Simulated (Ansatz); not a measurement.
The starting structures come from a database of crystals and need not be the phases stable at ambient conditions.

By PBEsol, the system below comes out a metal.

A figure of merit of an interconnect metal is its ballistic conductance per area.

Consider the following.

```xyz
3
Lattice="3.3867 0.0000 0.0000 0.0000 3.3867 0.0000 1.6933 -1.6933 6.6235" Properties=species:S:1:pos:R:3 pbc="T T T"
Bi     1.6933     1.6933     1.7528
Bi     3.3867     0.0000     4.8706
Pd     0.0000     0.0000     0.0000
```

Space group of this cell: I4/mmm. The cell is taken as given; by PBEsol its mean pressure is -2.4 GPa.

The current flows along the normal of the first two printed cell vectors, the (001) plane of the conventional cell. No spin-orbit coupling; the value is a mean over 0.1 eV about the Fermi level.

Problem. Compute, with Ansatz (a first-principles code) with PBEsol, the ballistic conductance per area.

Solution. 0.59 × 10¹⁵ S/m² for both spins.
